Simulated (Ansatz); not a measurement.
Worked example: self-consistent single point of LaPt2 (R3m, 6 atoms in the cell) in Ansatz (a program for electronic structure).

Method: LDA (PW92), default PAW files made with PBE (plane waves; Ansatz).

```
CELL_PARAMETERS angstrom
      0.00000     3.89244     3.89244
      3.89244     0.00000     3.89244
      3.89244     3.89244     0.00000
ATOMIC_POSITIONS crystal
  La 0.50371 0.50371 0.50371
  La 0.75000 0.75000 0.75000
  Pt 0.12500 0.12500 0.12500
  Pt 0.62500 0.12500 0.12500
  Pt 0.12500 0.12500 0.62500
  Pt 0.12500 0.62500 0.12500
```

Reference input (self-consistent single point, DFT, LDA (PW92), plane waves, default PAW files made with PBE): basis.ecutwfc = 420 eV; kpoints.mp_grid.grid = 7 7 7; hamiltonian.xc = lda; hamiltonian.pseudopotentials = {kind: paw} (the program's default PAW files); scf.occupations.method = fermi_dirac; scf.occupations.width = 0.1 eV. This run's input differs from it in these lines:

```diff
@@ -24,3 +24,3 @@
     method: fermi_dirac
-    width: 0.1
+    width: 0.05
 output:
```

Output (repeated stretches shortened):

```
SCF iter   1: F=—  HF=-61138.720511 eV  |F-HF|=—  |Δ(HF+E_count)|=         —  Δρ=5.85e-3  dr2=1.82e-2  ethr=1.77e-3  ⟨swp⟩=7.1  Hψ=10902  notcnv=0
all-band conjugate gradients solve this SCF's bands
preconditioner: auto → Kerker (q_TF=auto, 2.627 Å⁻¹)
SCF iter   2: F=—  HF=-61138.715835 eV  |F-HF|=—  |Δ(HF+E_count)|=   4.68e-3  Δρ=2.92e-3  dr2=5.13e-3  ethr=1.94e-5  ⟨swp⟩=2.9  Hψ=6519  notcnv=0  defer=56
   [... lines left out ...]
SCF iter   4: F=—  HF=-61138.714311 eV  |F-HF|=—  |Δ(HF+E_count)|=   3.99e-4  Δρ=1.44e-4  dr2=3.33e-5  ethr=1.35e-6  ⟨swp⟩=2.0  Hψ=4102  notcnv=0  defer=56
SCF iter   5: F=—  HF=-61138.714332 eV  |F-HF|=—  |Δ(HF+E_count)|=   2.16e-5  Δρ=6.82e-5  dr2=8.74e-6  ethr=3.54e-8  ⟨swp⟩=2.0  Hψ=4478  notcnv=0  defer=56
SCF iter   6: F=—  HF=-61138.714331 eV  |F-HF|=—  |Δ(HF+E_count)|=   1.21e-6  Δρ=1.69e-5  dr2=3.79e-7  ethr=9.30e-9  ⟨swp⟩=2.0  Hψ=3728  notcnv=0  defer=56
SCF iter   7: F=-61138.714331 eV  HF=-61138.714331 eV  |F-HF|=3.39e-9  |Δ(HF+E_count)|=   6.67e-9  Δρ=4.22e-6  dr2=1.92e-8  ethr=1.06e-10  ⟨swp⟩=11.7  Hψ=11630  notcnv=0
SCF 1 converged in 7 iterations: F = -61138.714331 eV  dr2 = 1.92e-8
Free energy (F): -61138.714331 eV
Internal energy: -61138.697445 eV  (E = F + TS)
E sigma→0 (E₀):  -61138.705888 eV
Entropy (-TS):   -0.016886 eV (-2.814 meV/atom)
Fermi energy:    18.944699 eV
--- Forces (eV/Å), atoms counted from 1 ---
  atom   1  La    -0.13414262    -0.13414262    -0.13414262
  atom   2  La     0.06539841     0.06539841     0.06539841
  atom   3  Pt     0.00113002     0.00113002     0.00113002
  atom   4  Pt     0.03250284     0.01755696     0.01755696
  atom   5  Pt     0.01755696     0.01755696     0.03250284
  atom   6  Pt     0.01755696     0.03250284     0.01755696
--- Stress (GPa, compression-positive) ---
       -5.649331       0.155252       0.155252
        0.155252      -5.649331       0.155252
        0.155252       0.155252      -5.649331
  P = ⅓ Tr σ = -5.6493 GPa (-56.493 kbar)
  The stress holds the Pulay correction. Without it, at fixed plane waves, as pw.x and ABINIT print it: P = -5.6760 GPa
```

The run converged in 7 iterations. Against the reference run the free energy goes up by 4.8 meV/atom, the pressure moves little (-5.66 to -5.65 GPa) and the largest force hardly changes (0.237 to 0.232 eV/Å).

The starting cell comes from a database of computed structures (which also holds hypothetical and non-ambient phases and stackings), without a prior relaxation at this level. Its lattice was rescaled by up to half a per cent. One atom was moved a little off its site on purpose. Spin polarisation is off. With a pressure of about -6 GPa the cell is away from its equilibrium volume at this level. Ansatz's pressure includes its estimate of the finite-basis (Pulay) stress.

Keys are those of Ansatz 0.2.
